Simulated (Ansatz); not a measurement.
Base system: ZnGeP2 in the chalcopyrite structure (space group I-42d, No. 122; a = 5.374 Å, c = 10.625 Å).

Level of theory: LDA (Ansatz, an electronic-structure program, PAW, without spin-orbit coupling).

Before the change:

| Property | Value |
|---|---|
| Band gap | 1.00 eV |
| Hole mass | 0.099 mₑ along c, 0.32 mₑ across (at Γ) |
| Pressure | -0.01 GPa |
| Smallest direct gap | 1.18 eV |

Perturbation: the cell is scaled by 0.9775 in all directions, atoms relaxed at fixed cell.

Task: Estimate the effect on the band gap.

Result: The band gap drops by 0.11 eV (1.00 eV → 0.89 eV).

Task: How does this affect the hole mass?

Result: The hole mass changes from 0.099 mₑ along c, 0.32 mₑ across (at Γ) to 0.12 mₑ along c, 0.29 mₑ across (at Γ).

Task: How does this affect the pressure?

Result: The pressure (mean of the normal stresses, compression positive) goes up by 7.08 GPa (-0.01 GPa → 7.07 GPa).

Task: Estimate the effect on the smallest direct gap.

Result: The smallest direct gap falls by 0.16 eV, from 1.18 eV to 1.02 eV.

The cells carry an imposed strain or load. Masses are band curvatures over ±0.01 Å⁻¹ around the edge. Stability against distortions was not tested.
